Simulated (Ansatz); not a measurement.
A self-consistent single point of ZnCu2SnS4 (Fmm2, 8 atoms in the cell) with Ansatz (a quantum-chemistry and plane-wave program).

Method of the run: LDA (PW92), default PAW files made with PBE (plane waves; Ansatz).

The change in words: lattice scaled by 0.98; kpoints.mp_grid.grid: 5 5 5 → 8 8 8; scf.occupations.width: 0.1 eV → 0.05 eV. Reference geometry:
```
CELL_PARAMETERS angstrom
     -2.68500     2.68500     5.36861
      2.68500    -2.68500     5.36861
      2.68500     2.68500    -5.36861
ATOMIC_POSITIONS crystal
  Zn 0.00466 0.00466 0.00000
  Cu 0.25000 0.75000 0.50000
  Cu 0.75000 0.25000 0.50000
  Sn 0.50000 0.50000 0.00000
  S  0.89122 0.37530 0.00000
  S  0.62470 0.62470 0.51592
  S  0.37530 0.89122 0.00000
  S  0.10878 0.10878 0.48408
```

Reference input (self-consistent single point, DFT, LDA (PW92), plane waves, default PAW files made with PBE): basis.ecutwfc = 420 eV; kpoints.mp_grid.grid = 5 5 5; hamiltonian.xc = lda; hamiltonian.pseudopotentials = {kind: paw} (the program's default PAW files); scf.occupations.method = fermi_dirac; scf.occupations.width = 0.1 eV. This run's input differs from it in these lines:

Ansatz 0.2 input:
```diff
@@ -2,5 +2,5 @@
   lattice:
-    - [-2.684998, 2.684998, 5.368612]
-    - [2.684998, -2.684998, 5.368612]
-    - [2.684998, 2.684998, -5.368612]
+    - [-2.631298, 2.631298, 5.261240]
+    - [2.631298, -2.631298, 5.261240]
+    - [2.631298, 2.631298, -5.261240]
   atoms:
@@ -17,3 +17,3 @@
 kpoints:
-  mp_grid: { grid: [5, 5, 5] }
+  mp_grid: { grid: [8, 8, 8] }
 hamiltonian:
@@ -22,3 +22,3 @@
 scf:
-  occupations: { method: fermi_dirac, width: 0.1 }
+  occupations: { method: fermi_dirac, width: 0.05 }
 output:
```

Output (repeated stretches shortened):

```
SCF iter   1: F=—  HF=-25719.178709 eV  |F-HF|=—  |Δ(HF+E_count)|=         —  Δρ=1.05e-2  dr2=8.98e-2  ethr=1.77e-3  ⟨swp⟩=7.2  Hψ=21307  notcnv=0  defer=68
all-band conjugate gradients solve this SCF's bands
preconditioner: auto → Resta (q_TF=auto, 2.508 Å⁻¹)
SCF iter   2: F=—  HF=-25719.169670 eV  |F-HF|=—  |Δ(HF+E_count)|=   9.04e-3  Δρ=7.81e-3  dr2=7.11e-2  ethr=1.02e-4  ⟨swp⟩=2.0  Hψ=10550  notcnv=0  defer=280
   [... lines left out ...]
SCF iter   6: F=—  HF=-25719.151421 eV  |F-HF|=—  |Δ(HF+E_count)|=   1.83e-5  Δρ=7.64e-5  dr2=1.03e-5  ethr=1.37e-7  ⟨swp⟩=2.8  Hψ=8167  notcnv=0  defer=280
SCF iter   7: F=—  HF=-25719.151451 eV  |F-HF|=—  |Δ(HF+E_count)|=   2.98e-5  Δρ=6.08e-5  dr2=3.11e-6  ethr=1.17e-8  ⟨swp⟩=2.1  Hψ=8204  notcnv=0  defer=280
SCF iter   8: F=—  HF=-25719.151450 eV  |F-HF|=—  |Δ(HF+E_count)|=   2.44e-7  Δρ=1.19e-5  dr2=1.51e-7  ethr=3.54e-9  ⟨swp⟩=2.0  Hψ=8163  notcnv=0  defer=280
SCF iter   9: F=-25719.151450 eV  HF=-25719.151450 eV  |F-HF|=1.25e-8  |Δ(HF+E_count)|=   7.39e-9  Δρ=3.66e-6  dr2=2.51e-8  ethr=1.14e-10  ⟨swp⟩=9.9  Hψ=20774  notcnv=0
SCF 1 converged in 9 iterations: F = -25719.151450 eV  dr2 = 2.51e-8
Free energy (F): -25719.151450 eV
Internal energy: -25719.151133 eV  (E = F + TS)
E sigma→0 (E₀):  -25719.151292 eV
Entropy (-TS):   -0.000317 eV (-0.040 meV/atom)
Fermi energy:    9.354120 eV
--- Forces (eV/Å), atoms counted from 1 ---
  atom   1  Zn    -0.00000000     0.00000000    -0.43057434
  atom   2  Cu    -0.00000000    -0.00000000     0.02423170
  atom   3  Cu     0.00000000    -0.00000000     0.02423170
  atom   4  Sn    -0.00000000     0.00000000    -0.10789747
  atom   5  S     -0.11026002     0.11026002     0.46251184
  atom   6  S      0.28229793     0.28229793    -0.21750714
  atom   7  S      0.11026002    -0.11026002     0.46251184
  atom   8  S     -0.28229793    -0.28229793    -0.21750714
--- Stress (GPa, compression-positive) ---
        3.320271      -0.446428       0.000000
       -0.446428       3.320271      -0.000000
        0.000000      -0.000000       3.549958
  P = ⅓ Tr σ = 3.3968 GPa (33.968 kbar)
  The stress holds the Pulay correction. Without it, at fixed plane waves, as pw.x and ABINIT print it: P = 3.3334 GPa
```

The run converged in 9 iterations. Against the reference run the free energy rises by 3.4 meV/atom, the pressure goes from -2.12 to 3.40 GPa and the largest force goes from 0.357 to 0.488 eV/Å.

The starting cell comes from a database of computed structures (which also holds hypothetical and non-ambient phases and stackings), without a prior relaxation at this level. Its lattice was rescaled by up to half a per cent. One atom was moved a little off its site on purpose. For this run, on top of that: lattice scaled by 0.98. Spin polarisation is off. With a pressure of about 3 GPa the cell is away from its equilibrium volume at this level. Ansatz's pressure includes its estimate of the finite-basis (Pulay) stress.

Cost on one core of a shared machine: roughly 70 s.
